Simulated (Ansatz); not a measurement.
System: AlH3 (R-3c, No. 167, 8 atoms in the cell; start mp-23933). Method: LDA (Ansatz, an electronic-structure program, plane waves, PAW).

Settings: plane-wave cutoff 500 eV, 12×12×12 k mesh, gaussian smearing 0.02 eV, scalar-relativistic PAW data made under PBE.

Cell (relaxed at this level):

```yaml
crystal:
  lattice:
    - [2.14717, 1.23967, 3.89571]
    - [-2.14717, 1.23967, 3.89571]
    - [0.00000, -2.47934, 3.89571]
  atoms:
    - { symbol: Al, position: [0.00000, 0.00000, 0.00000] }
    - { symbol: Al, position: [0.50000, 0.50000, 0.50000] }
    - { symbol: H, position: [0.90721, 0.25000, 0.59279] }
    - { symbol: H, position: [0.09279, 0.75000, 0.40721] }
    - { symbol: H, position: [0.59279, 0.90721, 0.25000] }
    - { symbol: H, position: [0.40721, 0.09279, 0.75000] }
    - { symbol: H, position: [0.25000, 0.59279, 0.90721] }
    - { symbol: H, position: [0.75000, 0.40721, 0.09279] }
```

Q: What does this level give for the band gap?

A: 
* **band gap**: 2.35 eV (on the SCF k mesh)

Note: the relaxation could not lower the start's symmetry, so the cell can be a saddle point above a distorted one.

The computed numbers hold no vibrational or temperature effects.

It cost about 50 core-seconds (a rough figure) of CPU time.

A start named mp-… is a Materials Project structure, which need not be a measured phase.
